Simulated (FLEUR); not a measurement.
# Energy against c/a at fixed volume: hcp Os (space group 194) (FLEUR, LDA)

```yaml
crystal:
  lattice:
    - [2.75394, 0.00000, 0.00000]
    - [-1.37697, 2.38498, 0.00000]
    - [0.00000, 0.00000, 4.18356]
  atoms:
    - { symbol: Os, position: [0.66667, 0.33333, 0.75000] }
    - { symbol: Os, position: [0.33333, 0.66667, 0.25000] }
```

Computed with LDA (Perdew-Zunger), all-electron FLAPW (FLEUR), scalar-relativistic valence run with FLEUR. Settings: Kmax = 5.02 1/bohr; GmaxXC = 17.6 1/bohr; xcFunctional = pz; jspins = 1; l_soc = F; mode = hist; fermiSmearingEnergy = 0.00183747 Htr; mesh (inpgen div1-3) = 28 28 16; inpgen gamma flag = true; Gmax = 17.6 1/bohr; numbands = 0; maxIterBroyd = 15; imix = Anderson; alpha = 0.05; precondParam = 0; minDistance = 1e-05 me/bohr^3. The cell above is the first row's. The rows change c/a at fixed volume. In all rows fractional positions and the k mesh are held. E is the free energy at the stated smearing, counted from the lowest row.

```csv
c/a,E (meV/atom)
1.5191,?
1.5349,14.43
1.5508,5.87
1.5666,1.08
1.5824,0.00
1.5982,2.50
1.6141,8.51
1.6299,18.01
1.6457,30.90
```

### Question
Using a cubic, estimate the missing E at c/a = 1.5191 from the other rows, showing the fit.

### Answer
With u = c/a - 1.59, the rows have u = -0.05510, -0.03920, -0.02340, -0.00760, 0.00820, 0.02410, 0.03990, 0.05570. Least squares gives E = 0.741 + 153.00·u + 7129.3·u² - 2821·u³. Residuals (row less fit): 0.003, 0.002, -0.021, 0.009, 0.027, -0.020, -0.006, 0.006; standard error 0.020 (degrees of freedom: 4). The fitted curve has its minimum at c/a = 1.58, where E = -0.08. To one more digit the minimum is at c/a = 1.579; the ideal close-packed ratio is 1.633. At the withheld row, u = -0.07090, so E = 0.741 + 153.00 × (-0.07090) + 7129.3 × (-0.07090)² - 2821 × (-0.07090)³ = 26.736 meV/atom. The calculation gives 26.79 meV/atom, 0.054 meV/atom above the prediction (0.2 % of the range of E in the table). The row lies outside the fitted rows, so this is an extrapolation. From the scatter of the fitted rows alone, a prediction at this place has a standard error of 0.054 meV/atom, so the miss is 1.0 times that.

Carrying the step between the two nearest rows on in a straight line would have given 22.94, off by 3.85; series whose last step already gives the withheld value aren't shown. The reference cell has the volume at which an earlier scan in this program and functional put its minimum by a fit (its basis settings may differ); axis ratios and inner coordinates come from a measured-size cell. The runs keep the symmetry of the cell, so they don't test it for distortions. The best c/a moves a little with volume. Spin polarisation is off. Values depend on the basis (sphere radii, cutoffs, local orbitals), which need not be converged. Spin-orbit coupling is off. In metals such curves are sensitive to mesh and smearing. Cutoffs and mesh are single choices, not tested for convergence of this quantity. Series with a scatter that would blur these digits, or in which a gap closes, are not shown. Strain series were run only where this level's volume lies within 10 % of a first guess from the measured size.
